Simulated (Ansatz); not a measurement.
The reference is ZnCu₂SnS₄ (space group I-4, No. 82; a = 5.468 Å, c = 10.935 Å).

Level of theory: DFT with PBE, PAW potentials and a 420 eV plane-wave cutoff in Ansatz (a first-principles code), spin-orbit coupling left out.

For the base:

The pressure is 0.0 GPa and the band gap is zero.

Now apply this change: an isotropic linear strain of +3.15 %, atoms relaxed at fixed cell.

### Question
Estimate the effect on the largest internal atomic displacement, energy relative to the base, pressure and band gap.

### Answer
The largest internal atomic displacement comes out as 0.021 Å; the energy increases by 34 meV/atom; the pressure (mean of the normal stresses, compression positive) goes from zero to -5.0 GPa; the band gap is still zero.

No phonon test of stability was made. All final runs are without spin polarisation. Gaps under 0.05 eV, about the width of the smearing, are given as zero. A zero or small gap of ZnCu2SnS4 can be the functional's error rather than a property of the material.
